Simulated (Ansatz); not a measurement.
Electronic density of states of amorphous Si30N40Al, density 2.86 g/cm³, on a 2×2×2 Γ-centred mesh with a Gaussian width of 0.1 eV; energies count from the Fermi level, whose place inside the gap is arbitrary. Cell and mesh are small, so fine structure isn't converged. The numbers are results of PBE, scalar-relativistic without spin-orbit coupling (plane waves to 420 eV, PAW; Ansatz, a first-principles code), not measurements. Sampling: a 2×2×2 Γ-centred mesh; Fermi-Dirac width 0.02 eV; collinear spin, started from a total moment of 1 μB (at the end a net moment of 1.0 μB). The usual formal charges leave 3 electrons over, so the level spacing at the Fermi energy parts defect or band states and needn't be the band gap. In the spin-polarised cell the level spacing at the Fermi energy can part levels of unlike spin. At PBE the levels at both edges of the gap are localised (band-tail or defect states), and the nearest spread-out levels lie 3.2 eV apart at the zone centre.

Preparation: random packing, a CHGNet melt and quench, and a DFT relaxation. N atoms were pushed apart under 1.9 Å during the dynamics, to hinder bonds among them. The hot cell started wider than the set density and was brought back towards it in steps. It is the lowest in DFT energy of 2 quenches. It is a model cell: composition and starting density were chosen by hand, and all elements were melted together. No dispersion term was used. Its density started from a set value of 2.98 and ended at 2.86 g/cm³. The quench (nominally 380 K/ps over its main leg) was far faster than any real one, so the model tends to hold more defects than a real film. A cell of this size samples the disorder only roughly. The volume was free in the relaxation, at fixed shape. Stress components on the final sampling reach 4.4 GPa.

(E - EF (eV), states/(eV atom)): (-12.00, 0.00); (-11.90, 0.00); (-11.80, 0.00); (-11.70, 0.00); (-11.60, 0.00); (-11.50, 0.03); (-11.40, 0.09); (-11.30, 0.13); (-11.20, 0.15); (-11.10, 0.17); (-11.00, 0.19); (-10.90, 0.24); (-10.80, 0.30); (-10.70, 0.26); (-10.60, 0.23); (-10.50, 0.27); (-10.40, 0.26); (-10.30, 0.20); (-10.20, 0.24); (-10.10, 0.27); (-10.00, 0.28); (-9.90, 0.26); (-9.80, 0.21); (-9.70, 0.20); (-9.60, 0.20); (-9.50, 0.26); (-9.40, 0.27); (-9.30, 0.24); (-9.20, 0.24); (-9.10, 0.23); (-9.00, 0.23); (-8.90, 0.21); (-8.80, 0.26); (-8.70, 0.27); (-8.60, 0.28); (-8.50, 0.32); (-8.40, 0.33); (-8.30, 0.34); (-8.20, 0.31); (-8.10, 0.30); (-8.00, 0.31); (-7.90, 0.36); (-7.80, 0.36); (-7.70, 0.32); (-7.60, 0.28); (-7.50, 0.32); (-7.40, 0.42); (-7.30, 0.44); (-7.20, 0.40); (-7.10, 0.39); (-7.00, 0.42); (-6.90, 0.44); (-6.80, 0.42); (-6.70, 0.45); (-6.60, 0.44); (-6.50, 0.45); (-6.40, 0.44); (-6.30, 0.45); (-6.20, 0.49); (-6.10, 0.43); (-6.00, 0.42); (-5.90, 0.43); (-5.80, 0.43); (-5.70, 0.46); (-5.60, 0.50); (-5.50, 0.53); (-5.40, 0.53); (-5.30, 0.50); (-5.20, 0.40); (-5.10, 0.36); (-5.00, 0.40); (-4.90, 0.40); (-4.80, 0.44); (-4.70, 0.49); (-4.60, 0.47); (-4.50, 0.39); (-4.40, 0.36); (-4.30, 0.40); (-4.20, 0.41); (-4.10, 0.35); (-4.00, 0.38); (-3.90, 0.44); (-3.80, 0.41); (-3.70, 0.38); (-3.60, 0.39); (-3.50, 0.45); (-3.40, 0.49); (-3.30, 0.47); (-3.20, 0.43); (-3.10, 0.47); (-3.00, 0.49); (-2.90, 0.43); (-2.80, 0.42); (-2.70, 0.44); (-2.60, 0.43); (-2.50, 0.41); (-2.40, 0.39); (-2.30, 0.37); (-2.20, 0.39); (-2.10, 0.34); (-2.00, 0.26); (-1.90, 0.13); (-1.80, 0.02); (-1.70, 0.00); (-1.60, 0.01); (-1.50, 0.06); (-1.40, 0.13); (-1.30, 0.08); (-1.20, 0.01); (-1.10, 0.00); (-1.00, 0.00); (-0.90, 0.00); (-0.80, 0.01); (-0.70, 0.04); (-0.60, 0.06); (-0.50, 0.03); (-0.40, 0.00); (-0.30, 0.00); (-0.20, 0.00); (-0.10, 0.00); (0.00, 0.00); (0.10, 0.00); (0.20, 0.00); (0.30, 0.00); (0.40, 0.00); (0.50, 0.01); (0.60, 0.04); (0.70, 0.05); (0.80, 0.03); (0.90, 0.04); (1.00, 0.07); (1.10, 0.05); (1.20, 0.03); (1.30, 0.05); (1.40, 0.10); (1.50, 0.13); (1.60, 0.17); (1.70, 0.16); (1.80, 0.15); (1.90, 0.22); (2.00, 0.22); (2.10, 0.18); (2.20, 0.15); (2.30, 0.18); (2.40, 0.23); (2.50, 0.23); (2.60, 0.23); (2.70, 0.24); (2.80, 0.28); (2.90, 0.33); (3.00, 0.33); (3.10, 0.32); (3.20, 0.35); (3.30, 0.36); (3.40, 0.36); (3.50, 0.35); (3.60, 0.34); (3.70, 0.33); (3.80, 0.34); (3.90, 0.39); (4.00, 0.45)

The level spacing at the Fermi energy on this mesh is 1.13 eV; the broadening fills part of it in the curve.
